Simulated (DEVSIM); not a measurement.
Device: Schottky contact on p-type GaSb, at 400 K.

```
layer (left to right)  material  thickness (μm)  Na (cm⁻³)  τn (s)  τp (s)
---------------------  --------  --------------  ---------  ------  ------
1                          GaSb            9.20     1.5e17  1.2e-9  1.2e-9
2                          GaSb            13.0     9.7e17  1.2e-9  1.2e-9
```

Left contact: Schottky, work function 4.406 eV, emission velocity 2.1e6 cm/s. Right contact: ohmic. Voltage is applied to the left contact. Recombination: SRH at mid-gap. Mobility is μmin + (μ − μmin)/(1 + (N/Nref)^α).

Constants are typed, rounded textbook-type inputs, not results; the design itself was drawn at random and stands for no fabricated device. Values at 300 K; Nc and Nv go as T^1.5, mobilities as T to minus their exponent, the gap by Varshni's rule with the affinity fixed.

| parameter | GaSb |
|---|---|
| gap (eV) | 0.726 |
| affinity (eV) | 4.06 |
| permittivity | 15.7 |
| Nc (cm⁻³) | 2.1e17 |
| Nv (cm⁻³) | 1.8e19 |
| μn (cm²/Vs) | 5000 |
| μp (cm²/Vs) | 850 |
| μn,min | 1000 |
| μp,min | 190 |
| Nref,n | 2.8e17 |
| Nref,p | 9e17 |
| αn | 1.05 |
| αp | 0.65 |
| T exponent of μn | 2 |
| T exponent of μp | 1.7 |
| Varshni α (eV/K) | 0.00042 |
| Varshni β (K) | 140 |

Simulated with DEVSIM: 1D drift-diffusion, Boltzmann statistics, complete ionisation; no tunnelling, impact ionisation, image-force lowering or self-heating. Metal contacts follow the ideal Schottky-Mott rule: no Fermi-level pinning, no interface dipoles.

The metal work function was swept, all else fixed.

```
metal work function (eV)  potential step across the device at zero bias (V)
------------------------  -------------------------------------------------
4.206                                                                 0.426
4.256                                                                 0.376
4.306                                                                 0.326
4.356                                                                 0.276
4.406                                                                 0.226
4.456                                                                 0.176
4.506                                                                 0.126
4.556                                                                 0.076
```

From the first row to the last the potential step across the device at zero bias goes from 0.426 to 0.076.
